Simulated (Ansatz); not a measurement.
Here is the system:

```xyz
1
Lattice="-1.4473 1.4473 1.4473 1.4473 -1.4473 1.4473 1.4473 1.4473 -1.4473" Properties=species:S:1:pos:R:3 pbc="T T T"
V      0.0000     0.0000     0.0000
```

Method: PBEsol, rigid bands (plane waves, PAW, scalar-relativistic; Ansatz, an electronic-structure program). Condition of this run: hydrostatic pressure 15 GPa (the target of the relaxation). Cell: cell and atoms relaxed with PBEsol, then loaded as said.

### Question
For narrow interconnects the product ρ₀λ of bulk resistivity and mean free path ranks metals, the lower the better. What is it here?

### Answer
3.2 ×10⁻¹⁶ Ω·m².

### Question
And the Drude plasma energy and the root-mean-square Fermi velocity at 300 K?

### Answer
9.0 eV; 4.9e5 m/s.

A metal at this level (no band gap); rigid bands, thermally averaged at 300 K, both spins. Spin-orbit coupling is left out. τ is one relaxation time for all states; the product of resistivity and mean free path takes one path for all states instead.

Treated as nonmagnetic (a ferromagnetic start lost its moment, other orders weren't tried): V under load (space group Im-3m).
